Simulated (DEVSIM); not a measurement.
Structure: abrupt Si n-p junction, at 350 K.

```tsv
layer (left to right)	material	thickness (μm)	Nd (cm⁻³)	Na (cm⁻³)	τn (s)	τp (s)
1	Si	3.30	2.5e16	-	9.8e-6	9.8e-6
2	Si	4.50	-	5.9e16	9.8e-6	9.8e-6
```

Left contact: ohmic. Right contact: ohmic. Voltage is applied to the left contact. Recombination: SRH at mid-gap, Auger. Mobility is μmin + (μ − μmin)/(1 + (N/Nref)^α).

This is a model device: material constants are rounded textbook-type values typed into the input, and sizes, dopings and lifetimes were drawn at random. Values at 300 K; Nc and Nv go as T^1.5, mobilities as T to minus their exponent, the gap by Varshni's rule with the affinity fixed.

```tsv
parameter	Si
gap (eV)	1.124
affinity (eV)	4.05
permittivity	11.7
Nc (cm⁻³)	2.86e19
Nv (cm⁻³)	3.1e19
μn (cm²/Vs)	1417
μp (cm²/Vs)	470
μn,min	52
μp,min	45
Nref,n	9.7e16
Nref,p	2.2e17
αn	0.68
αp	0.72
T exponent of μn	2.3
T exponent of μp	2.2
Cn (cm⁶/s)	2.8e-31
Cp (cm⁶/s)	9.9e-32
Varshni α (eV/K)	0.000473
Varshni β (K)	636
```

DEVSIM, 1D drift-diffusion, Boltzmann statistics, complete ionisation; no tunnelling, impact ionisation, image-force lowering or self-heating.

Task: Tabulate band edges, carrier densities and field at 10.0 V on the left contact.

Result: Energies count from the Fermi level of the right contact; mesh points crowd at the junctions.

| x (μm) | Ec (eV) | Ev (eV) | n (cm⁻³) | p (cm⁻³) | field (V/cm) |
|---|---|---|---|---|---|
| 0.000 | -9.781 | -10.891 | 2.5e16 | 5700000 | ≈ 0 |
| 0.02795 | -9.781 | -10.891 | 2.5e16 | 5700000 | ≈ 0 |
| 0.08797 | -9.781 | -10.891 | 2.5e16 | 5500000 | ≈ 0 |
| 0.2168 | -9.781 | -10.891 | 2.5e16 | 5300000 | ≈ 0 |
| 0.6619 | -9.781 | -10.891 | 2.5e16 | 4300000 | ≈ 0 |
| 1.449 | -9.781 | -10.891 | 2.5e16 | 2600000 | ≈ 0 |
| 2.408 | -9.781 | -10.891 | 2.5e16 | 570000 | ≈ 0 |
| 2.989 | -7.882 | -8.993 | 12000 | 16000 | 120000 |
| 3.168 | -5.110 | -6.220 | 5200 | 17000 | 190000 |
| 3.252 | -3.395 | -4.506 | 3400 | 17000 | 220000 |
| 3.291 | -2.505 | -3.615 | 2800 | 17000 | 240000 |
| 3.324 | -1.729 | -2.840 | 3100 | 22000 | 220000 |
| 3.380 | -0.655 | -1.766 | 3000 | 31000 | 170000 |
| 3.499 | 0.699 | -0.412 | 2700 | 4.5e13 | 58000 |
| 3.889 | 0.915 | -0.196 | 190000 | 5.9e16 | ≈ 0 |
| 4.597 | 0.915 | -0.196 | 590000 | 5.9e16 | ≈ 0 |
| 5.966 | 0.915 | -0.196 | 1400000 | 5.9e16 | ≈ 0 |
| 6.961 | 0.915 | -0.196 | 1900000 | 5.9e16 | ≈ 0 |
| 7.522 | 0.915 | -0.196 | 2300000 | 5.9e16 | ≈ 0 |
| 7.684 | 0.915 | -0.196 | 2400000 | 5.9e16 | ≈ 0 |
| 7.759 | 0.915 | -0.196 | 2400000 | 5.9e16 | ≈ 0 |
| 7.800 | 0.915 | -0.196 | 2400000 | 5.9e16 | ≈ 0 |
